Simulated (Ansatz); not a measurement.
What biaxial strain +2.50 %, plane normal [001], relaxed out of plane does to Al

Take Al in the fcc (Cu type) structure (space group Fm-3m, No. 225; a = 3.994 Å; relaxed with 0.1 eV smearing) as the base. Axes: x, y, z lie along the cube axes.

The change: biaxial strain +2.50 %, plane normal [001], relaxed out of plane (Cartesian); in-plane vectors clamped, the third vector and the atoms free.

Method: Kohn–Sham DFT with the r2SCAN functional, run in Ansatz (an electronic-structure program) with PAW and 500 eV plane waves, without spin-orbit coupling. k-mesh 28×28×28 (Γ-centred); smearing 0.1 eV (Fermi–Dirac).

The volume per atom increases by 0.42 Å³ (15.92 Å³ → 16.34 Å³) and the space group becomes I4/mmm (No. 139) (base: Fm-3m (No. 225)). The energy rises by 7.9 meV/atom and the pressure (mean of the normal stresses, compression positive) goes from zero to -2.1 GPa. The band gap stays zero and the out-of-plane strain amounts to -2.30 %. The ratio −ε⊥/ε∥ is 0.92 and the mean in-plane stress (compression positive) is -3.1 GPa.

Final structure (turned so that z lies along the plane normal):

```xyz
1
Lattice="2.8945 0.0000 0.0000 0.0000 2.8945 0.0000 1.4473 -1.4473 1.9508" Properties=species:S:1:pos:R:3 pbc="T T T"
Al     0.0000     0.0000     0.0000
```

Cost of the whole job for the changed cell (relaxation, final SCF and bands): about 100 core-seconds (a rough figure).

Whether these cells are dynamically stable was not tested.
